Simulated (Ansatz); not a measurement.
# Pt: biaxial strain +1.50 %, plane normal [001], relaxed out of plane

The parent structure is Pt in the fcc (Cu type) structure (space group Fm-3m, No. 225; a = 3.8954 Å; relaxed with 0.1 eV smearing). Axes: x, y, z lie along the cube axes.

Perturbation: biaxial strain +1.50 %, plane normal [001], relaxed out of plane (Cartesian); in-plane vectors clamped, the third vector and the atoms free.

Method: LDA, PAW, 420 eV (Ansatz, a first-principles code; no spin-orbit coupling). Settings: 29×29×29 k-points, 0.1 eV Fermi–Dirac smearing.

Volume per atom: 14.90 Å³ (base 14.78 Å³)
Space group: I4/mmm (No. 139) (base Fm-3m (No. 225))
Energy relative to the base (free energy F): +5.1 meV/atom
Pressure (mean of the normal stresses, compression positive): -2.3 GPa (base 0.0 GPa)
Band gap: zero (base zero)
Out-of-plane strain: -2.13 %
Ratio −ε⊥/ε∥: 1.42
Mean in-plane stress (compression positive): -3.5 GPa

Cost of the whole job for the changed cell (relaxation, final SCF and bands): very roughly 80 core-seconds.

Stability against distortions was not tested. All final runs are without spin polarisation.
